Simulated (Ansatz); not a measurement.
Response to strain in CsPbCl3

Base system: CsPbCl3 in the cubic perovskite structure (space group Pm-3m, No. 221; a = 5.619 Å). Axes: x, y, z lie along the cube axes.

Strains are applied to the cell and any free atomic positions relax; under biaxial strain the out-of-plane vector relaxes too.

Calculations: PBEsol/PAW in Ansatz (an electronic-structure program), without spin-orbit coupling, earlier PAW set.

Notes on the quantities. pressure: mean of the normal stresses, compression positive.

```json
[
 {"change": "base", "pressure": "0.00 GPa", "shortest interatomic distance": "280.9 pm", "band gap": "1.84 eV"},
 {"change": "biaxial strain −0.35 %, plane normal [001], relaxed out of plane", "pressure": "0.15 GPa", "shortest interatomic distance": "280.0 pm", "band gap": "1.79 eV"},
 {"change": "isotropic strain −1.23 %", "pressure": "1.01 GPa", "shortest interatomic distance": "277.5 pm", "band gap": "1.67 eV"},
 {"change": "isotropic strain +1.32 %", "pressure": "-0.90 GPa", "shortest interatomic distance": "284.6 pm", "band gap": "2.01 eV"},
 {"change": "isotropic strain +1.77 %", "pressure": "-1.16 GPa", "shortest interatomic distance": "285.9 pm", "band gap": "2.06 eV"},
 {"change": "uniaxial strain ε_yy = −2.81 %", "pressure": "0.82 GPa", "shortest interatomic distance": "273.0 pm", "band gap": "1.63 eV"},
 {"change": "uniaxial strain ε_yy = −2.33 %", "pressure": "0.66 GPa", "shortest interatomic distance": "274.4 pm", "band gap": "1.67 eV"},
 {"change": "tensor shear ε_xy = +0.78 %", "pressure": "0.00 GPa", "shortest interatomic distance": "280.9 pm", "band gap": "1.81 eV"}
]
```

With Pb present, leaving out spin-orbit coupling can change the band edges. Stability against distortions was not tested. Many cubic perovskites are stable only at high temperature; tilts and polar distortions were not tested. This is not the structure that CsPbCl3 has at room temperature and ambient pressure.
